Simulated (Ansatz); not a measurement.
Given:

```
ZnSe
1.0
    4.00568     0.00000     0.00000
    0.00000     4.00568     0.00000
    2.00284     2.00284     2.83244
Zn Se
1 1
Direct
  0.00000   0.00000   0.00000
  0.25000   0.75000   0.50000
```

Space group of this cell: F-43m, zinc blende. The cell is taken as given.

The current runs along the normal of the first two printed vectors, the (001) plane. All runs by Ansatz (an electronic-structure program), plane waves and PAW, without spin-orbit coupling; the base is r2SCAN.

```json
[
 {"run": "base", "mean pressure (GPa)": "0.0", "gap (eV)": "1.87", "mid-gap κ (1/Å)": "0.125"},
 {"run": "all lengths scaled by 0.98", "mean pressure (GPa)": "4.5", "gap (eV)": "[?]", "mid-gap κ (1/Å)": "[?]"},
 {"run": "all lengths scaled by 1.02", "mean pressure (GPa)": "-3.4", "gap (eV)": "1.62", "mid-gap κ (1/Å)": "0.111"},
 {"run": "lda in place of r2scan", "mean pressure (GPa)": "-3.3", "gap (eV)": "1.04", "mid-gap κ (1/Å)": "0.074"},
 {"run": "lengths across the current scaled by 0.98, ions clamped", "mean pressure (GPa)": "2.9", "gap (eV)": "2.02", "mid-gap κ (1/Å)": "0.135"},
 {"run": "lengths across the current scaled by 1.02, ions clamped", "mean pressure (GPa)": "-2.4", "gap (eV)": "[?]", "mid-gap κ (1/Å)": "[?]"},
 {"run": "lengths along the current scaled by 0.97, ions clamped", "mean pressure (GPa)": "2.1", "gap (eV)": "1.93", "mid-gap κ (1/Å)": "0.129"},
 {"run": "lengths along the current scaled by 1.03, ions clamped", "mean pressure (GPa)": "-1.8", "gap (eV)": "[?]", "mid-gap κ (1/Å)": "[?]"},
 {"run": "pbesol in place of r2scan", "mean pressure (GPa)": "-1.0", "gap (eV)": "1.17", "mid-gap κ (1/Å)": "0.083"}
]
```

Question: Complete the blanks.

Answer: 
- all lengths scaled by 0.98, gap (eV): 2.14
- all lengths scaled by 0.98, mid-gap κ (1/Å): 0.138
- lengths across the current scaled by 1.02, ions clamped, gap (eV): 1.65
- lengths across the current scaled by 1.02, ions clamped, mid-gap κ (1/Å): 0.114
- lengths along the current scaled by 1.03, ions clamped, gap (eV): 1.70
- lengths along the current scaled by 1.03, ions clamped, mid-gap κ (1/Å): 0.120
